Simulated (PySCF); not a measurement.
PySCF 2.14.0, CCSD(T) (frozen core)/cc-pvdz: cluster of 4 water molecules, 12 atoms. The geometry is a generated start, not checked to be a minimum at this level.

- task = ccsd(t)
- method = hf
- basis = cc-pvdz
- two-electron scheme = exact four-centre integrals
- frozen core = true
- mf.init_guess = minao (default)
- mf.DIIS = CDIIS (default)
- mf.diis_space = 8 (default)
- mf.conv_tol = 1e-09 (default)
- basis functions = 96

Hardware: Arm Neoverse V2, 96 cores on 1 socket, no SMT, 1 L3 cache group.

Wall times, medians of two to five repeats, each run alone on the node (launch to exit). Unless noted, each process is bound to its own block of adjacent cores. The times hold for this build (PyPI wheel: OpenMP (GNU), a bundled serial OpenBLAS 0.3.3 under its C layer, NumPy's threaded OpenBLAS held to generic ARMv8 kernels, libcint, Libxc). Scratch files lie in a memory file system.

First run (32 threads, 1 BLAS thread, mol.max_memory = 32000 MB, post.direct = false (default), post.incore_complete = false (default)):

```
init E= -303.496858626314
    CPU time for initialize scf      0.69 sec, wall time      0.05 sec
cycle= 1 E= -303.974146983059  delta_E= -0.477  |g|= 0.866  |ddm|=  2.6
    CPU time for cycle= 1      0.06 sec, wall time      0.00 sec
cycle= 2 E= -304.085512553086  delta_E= -0.111  |g|= 0.437  |ddm|= 0.726
    CPU time for cycle= 2      0.08 sec, wall time      0.00 sec
cycle= 3 E= -304.118544005401  delta_E= -0.033  |g|= 0.0502  |ddm|= 0.261
    CPU time for cycle= 3      0.08 sec, wall time      0.00 sec
cycle= 4 E= -304.119243454629  delta_E= -0.000699  |g|= 0.0112  |ddm|= 0.0384
    CPU time for cycle= 4      0.08 sec, wall time      0.00 sec
cycle= 5 E= -304.119298459577  delta_E= -5.5e-05  |g|= 0.00209  |ddm|= 0.0139
    CPU time for cycle= 5      0.08 sec, wall time      0.00 sec
cycle= 6 E= -304.119300749663  delta_E= -2.29e-06  |g|= 0.000549  |ddm|= 0.00323
    CPU time for cycle= 6      0.08 sec, wall time      0.00 sec
cycle= 7 E= -304.119300844736  delta_E= -9.51e-08  |g|= 0.000198  |ddm|= 0.000588
    CPU time for cycle= 7      0.08 sec, wall time      0.00 sec
cycle= 8 E= -304.119300857602  delta_E= -1.29e-08  |g|= 2.15e-05  |ddm|= 0.000236
    CPU time for cycle= 8      0.08 sec, wall time      0.00 sec
cycle= 9 E= -304.119300857849  delta_E= -2.47e-10  |g|= 6.38e-06  |ddm|= 3.14e-05
    CPU time for cycle= 9      0.08 sec, wall time      0.00 sec
...
    CPU time for CCSD iter      4.04 sec, wall time      0.31 sec
cycle = 4  E_corr(CCSD) = -0.850366531634697  dE = -0.00130536726  norm(t1,t2) = 0.00191424
    CPU time for CCSD iter      3.99 sec, wall time      0.31 sec
cycle = 5  E_corr(CCSD) = -0.850348786606878  dE = 1.77450278e-05  norm(t1,t2) = 0.000486728
    CPU time for CCSD iter      4.00 sec, wall time      0.30 sec
cycle = 6  E_corr(CCSD) = -0.850313169396501  dE = 3.56172104e-05  norm(t1,t2) = 0.00017969
    CPU time for CCSD iter      4.01 sec, wall time      0.30 sec
cycle = 7  E_corr(CCSD) = -0.850308221233221  dE = 4.94816328e-06  norm(t1,t2) = 6.34931e-05
    CPU time for CCSD iter      4.00 sec, wall time      0.30 sec
cycle = 8  E_corr(CCSD) = -0.850311953683263  dE = -3.73245004e-06  norm(t1,t2) = 2.36284e-05
    CPU time for CCSD iter      4.01 sec, wall time      0.30 sec
cycle = 9  E_corr(CCSD) = -0.850311311848796  dE = 6.41834467e-07  norm(t1,t2) = 8.91192e-06
    CPU time for CCSD iter      4.04 sec, wall time      0.31 sec
cycle = 10  E_corr(CCSD) = -0.850311289043629  dE = 2.28051678e-08  norm(t1,t2) = 3.20338e-06
    CPU time for CCSD iter      3.99 sec, wall time      0.30 sec
    CPU time for CCSD     40.14 sec, wall time      3.05 sec
CCSD converged
CCSD converged: True
wall of the CCSD part: 3.276 s
    CPU time for CCSD(T)    241.96 sec, wall time      7.63 sec
wall of the (T) part: 7.645 s
wall after the SCF: 10.921 s
```

Second run:

```
init E= -303.496858626314
    CPU time for initialize scf      0.69 sec, wall time      0.05 sec
cycle= 1 E= -303.974146983059  delta_E= -0.477  |g|= 0.866  |ddm|=  2.6
    CPU time for cycle= 1      0.06 sec, wall time      0.00 sec
cycle= 2 E= -304.085512553087  delta_E= -0.111  |g|= 0.437  |ddm|= 0.726
    CPU time for cycle= 2      0.08 sec, wall time      0.00 sec
cycle= 3 E= -304.1185440054  delta_E= -0.033  |g|= 0.0502  |ddm|= 0.261
    CPU time for cycle= 3      0.08 sec, wall time      0.00 sec
cycle= 4 E= -304.119243454629  delta_E= -0.000699  |g|= 0.0112  |ddm|= 0.0384
    CPU time for cycle= 4      0.08 sec, wall time      0.00 sec
cycle= 5 E= -304.119298459577  delta_E= -5.5e-05  |g|= 0.00209  |ddm|= 0.0139
    CPU time for cycle= 5      0.08 sec, wall time      0.00 sec
cycle= 6 E= -304.119300749663  delta_E= -2.29e-06  |g|= 0.000549  |ddm|= 0.00323
    CPU time for cycle= 6      0.08 sec, wall time      0.00 sec
cycle= 7 E= -304.119300844736  delta_E= -9.51e-08  |g|= 0.000198  |ddm|= 0.000588
    CPU time for cycle= 7      0.08 sec, wall time      0.00 sec
cycle= 8 E= -304.119300857602  delta_E= -1.29e-08  |g|= 2.15e-05  |ddm|= 0.000236
    CPU time for cycle= 8      0.08 sec, wall time      0.00 sec
cycle= 9 E= -304.119300857849  delta_E= -2.48e-10  |g|= 6.38e-06  |ddm|= 3.14e-05
    CPU time for cycle= 9      0.08 sec, wall time      0.00 sec
...
    CPU time for CCSD iter     12.17 sec, wall time      1.10 sec
cycle = 4  E_corr(CCSD) = -0.850366531634705  dE = -0.00130536726  norm(t1,t2) = 0.00191424
    CPU time for CCSD iter     12.43 sec, wall time      1.10 sec
cycle = 5  E_corr(CCSD) = -0.850348786606872  dE = 1.77450278e-05  norm(t1,t2) = 0.000486728
    CPU time for CCSD iter     11.80 sec, wall time      1.08 sec
cycle = 6  E_corr(CCSD) = -0.850313169396504  dE = 3.56172104e-05  norm(t1,t2) = 0.00017969
    CPU time for CCSD iter     12.03 sec, wall time      1.09 sec
cycle = 7  E_corr(CCSD) = -0.850308221233211  dE = 4.94816329e-06  norm(t1,t2) = 6.34931e-05
    CPU time for CCSD iter     12.12 sec, wall time      1.09 sec
cycle = 8  E_corr(CCSD) = -0.850311953683262  dE = -3.73245005e-06  norm(t1,t2) = 2.36284e-05
    CPU time for CCSD iter     12.01 sec, wall time      1.09 sec
cycle = 9  E_corr(CCSD) = -0.850311311848784  dE = 6.41834478e-07  norm(t1,t2) = 8.91192e-06
    CPU time for CCSD iter     12.02 sec, wall time      1.09 sec
cycle = 10  E_corr(CCSD) = -0.850311289043632  dE = 2.28051521e-08  norm(t1,t2) = 3.20338e-06
    CPU time for CCSD iter     11.99 sec, wall time      1.10 sec
    CPU time for CCSD    119.44 sec, wall time     10.62 sec
CCSD converged
CCSD converged: True
wall of the CCSD part: 11.317 s
    CPU time for CCSD(T)     43.37 sec, wall time      6.70 sec
wall of the (T) part: 6.711 s
wall after the SCF: 18.028 s
```

Task: Both blocks come from the same system on the same machine. Which change was made from the first run to the second?
(A) mol.max_memory = 1500 MB
(B) mol.max_memory = 400 MB
(C) post.incore_complete = true
(D) post.direct = true

Result: B, mol.max_memory = 400 MB. The largest move is in CCSD iterations and the steps ahead of them: 3.1 s to 11 s. The other changes gave 12 s (post.direct = true), 12 s (post.incore_complete = true), 11 s (mol.max_memory = 1500 MB), against 19 s here and 11 s at first.
